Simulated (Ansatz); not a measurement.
A (6,0) gold nanotube, relaxed period 4.699 Å, atoms relaxed at each strain.

```csv
strain,energy (meV a period),axial force (nN)
-0.015,+38.9,-1.81
+0.015,+37.0,+1.64
```

All values below come from PBE (plane waves to 420 eV, PAW; Ansatz, a program for electronic structure). Mesh 1×1×14. No spin polarisation. One-dimensional cell, images about 11 Å apart. A hypothetical model, rolled from the flat sheet. It keeps the symmetry and period of its start, so it need not be a minimum against all distortions. Values not marked SOC lack spin–orbit coupling. Buckling under compression is shut out by symmetry and the short period. Energies are free energies at a Fermi–Dirac width of 0.05 eV, from the unstrained cell.

Mean diameter 5.56 Å.

Problem. Work out the axial stiffness dF/dε in two ways, and what it means for a modulus.

Solution. From the forces: (+1.64 − (-1.81))/0.030 = 115 nN. From the energies: (E₊ + E₋)/(ε² c) = 0.0759 eV/(0.015² × 4.699 Å) = 71.8 eV/Å = 115 nN. The two agree to within 1 %. Spread over the circumference π × 5.56 Å, the force value is a sheet stiffness of 66 N/m.
